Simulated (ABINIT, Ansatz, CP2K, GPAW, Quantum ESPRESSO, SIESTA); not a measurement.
**Rb3Ba (I4/mmm, 4 atoms in the cell) computed with different codes at matched settings**

Self-consistent single point.

```
CELL_PARAMETERS angstrom
     -3.38259     3.38259     7.39567
      3.38259    -3.38259     7.39567
      3.38259     3.38259    -7.39567
ATOMIC_POSITIONS crystal
  Rb 0.75000 0.25000 0.50000
  Rb 0.25000 0.75000 0.50000
  Rb 0.50000 0.50000 0.00000
  Ba 0.00000 0.00000 0.00000
```

All programs got the same cell, k-point mesh and kind of occupations (in Ansatz's words: kpoints.mp_grid.grid = 5 5 5; scf.occupations.method = fermi_dirac; scf.occupations.width = 0.1 eV); potentials, basis and cutoffs are each program's usual ones.

| code | model | pressure (GPa) | k-points | cutoff |
|---|---|---|---|---|
| GPAW | PBEsol, GPAW PAW datasets PBEsol (made by gpaw-setup) | -0.27 | 18 | 550 eV |
| Quantum ESPRESSO | PBEsol, GBRV 1.5 ultrasoft (PBESOL) pseudopotentials | -0.28 | 18 | 40 Ry |
| CP2K | PBEsol, GPW, DZVP-MOLOPT-SR-GTH basis, GTH-PBE potentials (GTH_POTENTIALS) | -0.14 | 63 | grid 500 Ry |
| SIESTA | GGA PBEsol, numerical atomic orbitals DZP, PseudoDojo PBEsol standard norm-conserving potentials (rewritten from UPF to PSML) | 0.29 | 63 | grid 400 Ry |
| ABINIT | PBEsol, norm-conserving pseudopotentials (PseudoDojo nc-sr-04 PBEsol standard) | -0.28 | 18 | 28 Ha |
| Ansatz | PBEsol, PAW files made with PBE | -0.27 | 18 | default |

The spread over the programs that give each value: pressure within 0.57 GPa.

The starting cell comes from a database of computed structures (which also holds hypothetical and non-ambient phases and stackings), without a prior relaxation at this level. Its lattice was rescaled by a random factor within 2.5 % of one.

Problem. Why do the programs differ, and what cannot be compared?

Solution. Differences of this kind can come from the potentials, where these differ, and from what each basis and cutoff leave unconverged. The zero of total energies and Fermi levels follows the potentials and each program's conventions, so they are not compared here. CP2K and SIESTA use small atom-centred bases, whose incompleteness enters pressures, forces and empty levels differently from a plane-wave cutoff. Ansatz's pressure is given at a fixed set of plane waves, as the other plane-wave codes print theirs. The programs reduce the same mesh by symmetry to different extents, which changes the work and not the result.

Left out of this page: FLEUR (not drawn, or without a comparable value).

Ansatz is an electronic-structure program.

Keys are those of Ansatz 0.2.
